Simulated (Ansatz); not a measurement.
Start from ZnSe in the zinc blende structure (space group F-43m, No. 216; a = 5.6333 Å). Axes: x, y, z lie along the cube axes.

The values are results of Ansatz (a program for electronic structure) PBEsol, without spin-orbit coupling, not measurements.

Strains are applied to the cell and any free atomic positions relax; under biaxial strain the out-of-plane vector relaxes too.

One change was made to it. Results:

| quantity | base | after |
|---|---|---|
| gap character | direct at Γ | direct at Γ |
| volume per atom | 22.35 Å³ | 22.16 Å³ |
| pressure (mean of the normal stresses, compression positive) | 0.00 GPa | 0.55 GPa |
| electron mass | 0.091 mₑ (at Γ) | 0.093 mₑ (at Γ) |

Question: Which change produced these results?
A) biaxial strain −0.50 %, plane normal [001], relaxed out of plane
B) biaxial strain +3.00 %, plane normal [001], relaxed out of plane
C) biaxial strain +0.50 %, plane normal [001], relaxed out of plane
D) biaxial strain −1.00 %, plane normal [001], relaxed out of plane

Answer: D, biaxial strain −1.00 %, plane normal [001], relaxed out of plane. For comparison, the electron mass in the other runs: biaxial strain +3.00 %, plane normal [001], relaxed out of plane gives 0.081 mₑ out of plane, 0.088 mₑ in plane (at Γ); biaxial strain +0.50 %, plane normal [001], relaxed out of plane gives 0.091 mₑ (at Γ); biaxial strain −0.50 %, plane normal [001], relaxed out of plane gives 0.092 mₑ (at Γ).

Effective masses come from finite differences of ±0.01 Å⁻¹. Whether these cells are dynamically stable was not tested. k-point labels follow each cell's own Brillouin zone.
